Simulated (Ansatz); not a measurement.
A computed series for BaHfO3: response to strain

The reference is BaHfO3 in the cubic perovskite structure (space group Pm-3m, No. 221; a = 4.158 Å). Axes: x, y, z lie along the cube axes.

Strains are applied to the cell and any free atomic positions relax.

All numbers come from plane-wave PAW DFT at the PBEsol level (Ansatz, an electronic-structure program, 420 eV), spin-orbit coupling left out.

Notes on the quantities. energy relative to the base: free energy F.

```csv
uniaxial strain ε_zz (%),energy relative to the base (meV/atom)
0,0.0
0.6,?
1.2,2.1
1.8,4.6
2.4,8.1
3,12.4
```

### Question
Fit ΔE = Aε² + Bε³ (ε in %) to the rows shown and predict the withheld row.

### Answer
Least squares on the printed values gives A = 1.50 and B = -0.041 meV/atom (largest residual 0.0 meV/atom); this predicts 0.5 meV/atom, and the run gives 0.5 meV/atom, in agreement.

Stability against distortions was not tested.
